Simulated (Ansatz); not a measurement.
The reference is Hf in the hcp (Mg type) structure (space group P6_3/mmc, No. 194; a = 3.158 Å, c = 5.004 Å; relaxed with 0.1 eV smearing).

Computed with PBEsol (Ansatz, an electronic-structure program), no SOC.

Strains are applied to the cell and any free atomic positions relax.

One change was made to it. Results:

| quantity | base | after |
|---|---|---|
| energy relative to the base (free energy F) | 0 meV/atom | +1.7 meV/atom |
| pressure (mean of the normal stresses, compression positive) | 0.0 GPa | 1.7 GPa |
| band gap | zero | zero |

Problem. Name the change that was made.
A) isotropic strain −0.50 %
B) isotropic strain −1.50 %
C) isotropic strain +0.50 %

Solution. A, isotropic strain −0.50 %. For comparison, the pressure in the other runs: isotropic strain −1.50 % gives 5.5 GPa; isotropic strain +0.50 % gives -1.6 GPa.

Stability against distortions was not tested. All final runs are without spin polarisation.
